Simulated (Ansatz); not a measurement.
The reference is TiTe2 in the CdI2 type structure (space group P-3m1, No. 164; a = 3.782 Å, c = 6.613 Å; layered, stacked along the Cartesian z axis; relaxed with 0.1 eV smearing). Axes: x lies along a and z along c of the hexagonal cell.

Calculations: DFT with r2SCAN+rVV10, PAW potentials and a 500 eV plane-wave cutoff in Ansatz (an electronic-structure program), no SOC, earlier PAW set.

Base values:

```
Property  Value
--------  -----
Band gap   zero
```

The change: uniaxial strain ε_zz = +3.95 %, all other strain components held at zero, atoms relaxed at fixed cell.

Q: Predict the new energy relative to the base, stress and band gap.

A: The energy goes up by 3.6 meV/atom; the stress (xx, yy, zz, yz, xz, xy; compression positive) comes out as (-0.5, -0.5, -1.0, 0.0, 0.0, 0.0) GPa; the band gap is still zero.

Whether these cells are dynamically stable was not tested. All final runs are without spin polarisation.
